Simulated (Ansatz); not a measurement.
**Converging the k-point mesh at a smearing width of 0.05 eV: Sn (Immm, 1 atom in the cell)**

```
CELL_PARAMETERS angstrom
     -1.69629     1.96052     2.11419
      1.69629    -1.96052     2.11419
      1.69629     1.96052    -2.11419
ATOMIC_POSITIONS crystal
  Sn 0.00000 0.00000 0.00000
```

Level of theory: PBEsol, default PAW files made with PBE (plane waves; Ansatz, an electronic-structure program).

Base settings: basis.ecutwfc = 420 eV; kpoints.mp_grid.grid = 13 13 13; hamiltonian.xc = pbesol; hamiltonian.pseudopotentials = {kind: paw} (the program's default PAW files); scf.occupations.method = fermi_dirac; scf.occupations.width = 0.1 eV.

In this ladder: scf.occupations.width = 0.05 eV.

The second cell is the first with its lattice scaled by 0.98.

Only quantities that move along the ladder and can be compared are tabulated.

The count of work is k-points × plane waves × bands × iterations; it is no time. 

The starting cell comes from a database of computed structures (which also holds hypothetical and non-ambient phases and stackings), without a prior relaxation at this level. Its lattice was rescaled by up to half a per cent. Ansatz's pressure includes its estimate of the finite-basis (Pulay) stress.

Steps (kpoints.mp_grid.grid): 5 5 5; 7 7 7; 8 8 8; 10 10 10; 12 12 12; 14 14 14; 17 17 17; 20 20 20; 25 25 25; 30 30 30.

What is the coarsest kpoints.mp_grid.grid that holds the free energy within 0.5 meV/atom of the last step, with all finer ones?

25 25 25; the step before is off by 0.76 meV/atom.

What is the coarsest kpoints.mp_grid.grid that holds the energy of the compressed cell less the first within 1 meV/atom of the last step, with all finer ones?

14 14 14, at 0.11 of the last step's count of work; the step before is off by 1.9 meV/atom.

What is the coarsest kpoints.mp_grid.grid that holds the pressure within 0.05 GPa of the last step, with all finer ones?

14 14 14, at 0.11 of the last step's count of work; the step before is off by 0.17 GPa.

```csv
kpoints.mp_grid.grid,free energy less the last step's (meV/atom),energy of the compressed cell less the first (meV/atom),pressure (GPa),count of work / last
5 5 5,120.19,-8.73,-2.07,0.0072
7 7 7,-22.81,-10.18,-2.42,0.017
8 8 8,-13.66,-20.49,-3.27,0.025
10 10 10,4.74,-18.38,-3.14,0.046
12 12 12,1.98,-15.31,-2.84,0.075
14 14 14,-2.07,-16.93,-2.98,0.11
17 17 17,0.87,-17.46,-3.02,0.20
20 20 20,-0.76,-17.35,-3.04,0.31
25 25 25,-0.24,-17.15,-3.01,0.59
30 30 30,0.00,-17.19,-3.01,1.0
```

The energy difference between the two cells stays within 1 meV/atom of the last step's from 14 14 14 on, the total only from 17 17 17 on: much of the error is common to both cells and cancels.

Keys are those of Ansatz 0.2.
